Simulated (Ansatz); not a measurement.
# Short convergence ladders for the (001) slab of Sc3SnB (cut from a parent of space group no. 221; 10 atoms in the cell)

```yaml
crystal:
  lattice:
    - [4.64001, 0.00000, 0.00000]
    - [0.00000, 4.64001, 0.00000]
    - [0.00000, 0.00000, 20.96000]
  atoms:
    - { symbol: Sc, position: [0.50000, 0.00000, 0.33397] }
    - { symbol: Sc, position: [0.00000, 0.50000, 0.33397] }
    - { symbol: Sc, position: [0.50000, 0.50000, 0.44466] }
    - { symbol: Sn, position: [0.00000, 0.00000, 0.44466] }
    - { symbol: B, position: [0.50000, 0.50000, 0.33397] }
    - { symbol: Sc, position: [0.50000, 0.00000, 0.55534] }
    - { symbol: Sc, position: [0.00000, 0.50000, 0.55534] }
    - { symbol: Sc, position: [0.50000, 0.50000, 0.66603] }
    - { symbol: Sn, position: [0.00000, 0.00000, 0.66603] }
    - { symbol: B, position: [0.50000, 0.50000, 0.55534] }
```

Base method: PBEsol, default PAW files made with PBE (plane waves; Ansatz, a quantum-chemistry and plane-wave program).

Base settings: basis.ecutwfc = 30.9 Ry; kpoints.mp_grid.grid = 5 5 1; hamiltonian.xc = pbesol; hamiltonian.pseudopotentials = {kind: paw} (the program's default PAW files); scf.occupations.method = fermi_dirac; scf.occupations.width = 0.0073 Ry.

The count of work is k-points × plane waves × bands × iterations; it is no time. Core times come from one kind of shared machine, to one figure; runs under 30 s give none.

**The vacuum**

The mesh stays at the base's, so the ladder's end is converged at best in this setting alone.

Only quantities that move along the ladder and can be compared are tabulated.

| vacuum between outermost atoms (Å) | free energy less the last step's (meV/atom) | largest difference of a force vector from the last step's (eV/Å) | count of work / last |
|---|---|---|---|
| 3.0 | -265.02 | 1.232 | 0.27 |
| 4.0 | -100.72 | 0.620 | 0.33 |
| 5.0 | -30.28 | 0.231 | 0.29 |
| 6.0 | -8.06 | 0.076 | 0.35 |
| 7.0 | -2.29 | 0.023 | 0.38 |
| 8.0 | -0.79 | 0.009 | 0.41 |
| 10.0 | -0.11 | 0.003 | 0.46 |
| 12.0 | -0.02 | 0.001 | 0.51 |
| 14.0 | 0.00 | 0.001 | 0.57 |
| 17.0 | 0.00 | 0.001 | 0.65 |
| 20.0 | 0.00 | 0.000 | 0.73 |
| 25.0 | 0.00 | 0.000 | 0.86 |
| 30.0 | 0.00 | 0.000 | 1.0 |

Smallest vacuum between outermost atoms (Å) that holds the free energy within 2 meV/atom of the last step, with all finer ones: 8.0, at 0.41 of the last step's count of work; the step before is off by 2.3 meV/atom.

Smallest vacuum between outermost atoms (Å) that holds the forces within 0.01 eV/Å of the last step, with all finer ones: 8.0, at 0.41 of the last step's count of work; the step before is off by 0.023 eV/Å.

**The k-point mesh**

Only quantities that move along the ladder and can be compared are tabulated.

| kpoints.mp_grid.grid | free energy less the last step's (meV/atom) | largest difference of a force vector from the last step's (eV/Å) | count of work / last | core time / last (rough) |
|---|---|---|---|---|
| 2 2 1 | 50.17 | 0.566 | 0.061 | – |
| 3 3 1 | -1.67 | 0.118 | 0.061 | – |
| 4 4 1 | 2.03 | 0.088 | 0.11 | – |
| 5 5 1 | 1.54 | 0.029 | 0.11 | – |
| 6 6 1 | 0.15 | 0.017 | 0.18 | 0.3 |
| 7 7 1 | -0.19 | 0.011 | 0.18 | – |
| 8 8 1 | -0.05 | 0.004 | 0.24 | 0.3 |
| 10 10 1 | 0.01 | 0.002 | 0.38 | 0.6 |
| 11 11 1 | 0.00 | 0.001 | 0.38 | 0.4 |
| 13 13 1 | 0.00 | 0.000 | 0.51 | 0.8 |
| 16 16 1 | 0.00 | 0.000 | 0.82 | 1 |
| 18 18 1 | 0.00 | 0.000 | 1.0 | 1 |

Coarsest kpoints.mp_grid.grid that holds the free energy within 0.5 meV/atom of the last step, with all finer ones: 6 6 1, at 0.18 of the last step's count of work and about 0.3 of the last step's time; the step before is off by 1.5 meV/atom.

Coarsest kpoints.mp_grid.grid that holds the forces within 0.02 eV/Å of the last step, with all finer ones: 6 6 1, at 0.18 of the last step's count of work and about 0.3 of the last step's time; the step before is off by 0.029 eV/Å.

**The depth of the slab**

On a (001) slab of Sc3SnB (cut from a parent of space group no. 221; 5 atoms in the cell), and deeper slabs.

Surface energy = (E_slab − N e_bulk)/2A, with e_bulk from the bulk crystal on its finest mesh (120 k-points); errors per atom of slab and bulk, whose meshes differ, grow with N.

The mesh stays at the base's, so the ladder's end is converged at best in this setting alone.

Only quantities that move along the ladder and can be compared are tabulated.

| atoms | unrelaxed surface energy (J/m²) | count of work / last | core time / last (rough) |
|---|---|---|---|
| 5 | 1.453 | 0.055 | – |
| 10 | 1.503 | 0.16 | – |
| 15 | 1.504 | 0.29 | 0.3 |
| 20 | 1.503 | 0.51 | 0.7 |
| 25 | 1.502 | 0.73 | 1 |
| 30 | 1.501 | 1.0 | 1 |

Smallest size that holds the unrelaxed surface energy within 0.02 J/m² of the last step, with all finer ones: 10, at 0.16 of the last step's count of work; the step before is off by 0.047 J/m².

On the base run: the starting cell comes from a database of computed structures (which also holds hypothetical and non-ambient phases and stackings), without a prior relaxation at this level. The slab is cut from that crystal, and its faces are unrelaxed. Its lattice was rescaled by up to half a per cent. Spin polarisation is off, though cut faces can carry moments; the slab shows no gap. The two faces of this cut differ, and no dipole correction was used.

Keys are those of Ansatz 0.2.
